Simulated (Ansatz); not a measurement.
Candidates (primitive cells; geometry: relaxed with this functional, without spin-orbit coupling):
A. LuPd (Pm-3m), a = b = c = 3.392 Å, α = β = γ = 90.00°
B. MgLa (Pm-3m), a = 3.909 Å, b = 3.909 Å, c = 3.909 Å, α = 90.00°, β = 90.00°, γ = 90.00°
C. MgRh (Pm-3m), a = b = c = 3.0823 Å, α = β = γ = 90.00°
D. ScPd (Pm-3m), a = 3.2685 Å, b = 3.2685 Å, c = 3.2685 Å, α = 90.00°, β = 90.00°, γ = 90.00°
E. TiRu (Pm-3m), a = b = c = 3.046 Å, α = β = γ = 90.00°

Question: Order them by mean free path at 300 K (lowest first) at the level PBEsol, DFPT electron-phonon coupling, linearised Boltzmann equation run with Ansatz (an electronic-structure program).

Answer: B (3.8 nm), D (7.0 nm), A (10.6 nm), C (16.2 nm), E (34 nm)

Metals; harmonic phonons alone scatter; means over directions. The mean free path is weighted by the current that each state carries. Halving the electron mesh moves these values by up to 9 %; q meshes are mostly untested. Some of the runs warned that the eigensolver left states short of its tolerance. Spin-orbit coupling is left out.

Formula and space group known from diffraction (Crystallography Open Database), not checked to be the room-temperature form: LuPd (Pm-3m), MgLa (Pm-3m), MgRh (Pm-3m), ScPd (Pm-3m), TiRu (Pm-3m). The missing spin-orbit coupling matters most for LuPd (Pm-3m).
